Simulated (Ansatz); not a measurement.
The parent structure is Al2O3 in the corundum structure (space group R-3c, No. 167).

```xyz
10
Lattice="2.4044 1.3882 4.3746 -2.4044 1.3882 4.3746 0.0000 -2.7764 4.3746" Properties=species:S:1:pos:R:3 pbc="T T T"
Al     0.0000     0.0000     4.6216
Al     0.0000     0.0000     1.9404
Al     0.0000     0.0000     8.5023
Al     0.0000     0.0000    11.1835
O     -0.9321     1.3882     7.6556
O     -0.7362    -1.5013     7.6556
O      1.6682     0.1131     7.6556
O      0.9321    -1.3882     5.4683
O      0.7362     1.5013     5.4683
O     -1.6682    -0.1131     5.4683
```

Method: Kohn–Sham DFT with the PBE functional, run in Ansatz (a program for electronic structure) with PAW and 420 eV plane waves, no SOC.

Base values:

* **Gap character**: direct at Γ

One thing is altered: every lattice vector is shortened by 2.58 %, atoms relaxed at fixed cell.

Question: What does the calculation give for the energy relative to the base and gap character after the change?

Answer: The energy grows by 41 meV/atom; the gap character is still direct at Γ.

The cells carry an imposed strain or load. Stability against distortions was not tested.
